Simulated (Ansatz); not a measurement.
What biaxial strain −1.50 %, plane normal [001], relaxed out of plane does to Rh

The parent structure is Rh in the fcc (Cu type) structure (space group Fm-3m, No. 225; a = 3.8015 Å; relaxed with 0.1 eV smearing). Axes: x, y, z lie along the cube axes.

Now apply this change: compressive biaxial strain of 1.50 % in the plane normal to [001], as in epitaxy on a mismatched substrate; the out-of-plane cell vector and the atoms relax.

The values are results of Ansatz (a quantum-chemistry and plane-wave program) r2SCAN, spin-orbit coupling left out, not measurements. Γ-centred 30×30×30 mesh, Fermi–Dirac width 0.1 eV.

Volume per atom: 13.51 Å³ (base 13.73 Å³)
Space group: I4/mmm (No. 139) (base Fm-3m (No. 225))
Shortest interatomic distance: 264.8 pm (base 268.8 pm)
Energy relative to the base (free energy F): +9.4 meV/atom
Pressure (mean of the normal stresses, compression positive): 5.0 GPa (base 0.0 GPa)
Band gap: zero (base zero)
Out-of-plane strain: +1.36 %
Ratio −ε⊥/ε∥: 0.91
Mean in-plane stress (compression positive): +7.5 GPa

Whether these cells are dynamically stable was not tested. All final runs are without spin polarisation.
